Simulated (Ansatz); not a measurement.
**A computed series for HfO2: pressure series**

Consider HfO$_{2}$ in the fluorite structure (space group Fm-3m, No. 225; a = 5.0589 Å).

Cell and atoms are relaxed at each pressure.

Calculations: plane-wave PAW DFT at the r2SCAN level (Ansatz, an electronic-structure program, 500 eV), without spin-orbit coupling, earlier PAW set.

Computed cases, in order: pressure −2 GPa; pressure −1 GPa; 0 GPa (base); pressure 3 GPa; pressure 7 GPa; pressure 15 GPa; pressure 30 GPa; pressure 50 GPa; pressure 75 GPa; pressure 100 GPa.

Between which two neighbouring cases does the gap turn between direct and indirect?

Between pressure 75 GPa (4.78 eV, direct at X) and pressure 100 GPa (4.84 eV, indirect, X → Γ). The whole series: pressure −2 GPa: 4.28 eV, direct at X; pressure −1 GPa: 4.29 eV, direct at X; 0 GPa (base): 4.30 eV, direct at X; pressure 3 GPa: 4.33 eV, direct at X; pressure 7 GPa: 4.37 eV, direct at X; pressure 15 GPa: 4.43 eV, direct at X; pressure 30 GPa: 4.54 eV, direct at X; pressure 50 GPa: 4.66 eV, direct at X; pressure 75 GPa: 4.78 eV, direct at X; pressure 100 GPa: 4.84 eV, indirect, X → Γ.

Spin-orbit coupling, missing from the scalar runs, can matter with Hf. Load acts through the strain it causes; cell and atoms are relaxed under it. Stability against distortions was not tested. Competing high-pressure phases were not computed. This is not the structure that HfO2 has at room temperature and ambient pressure.
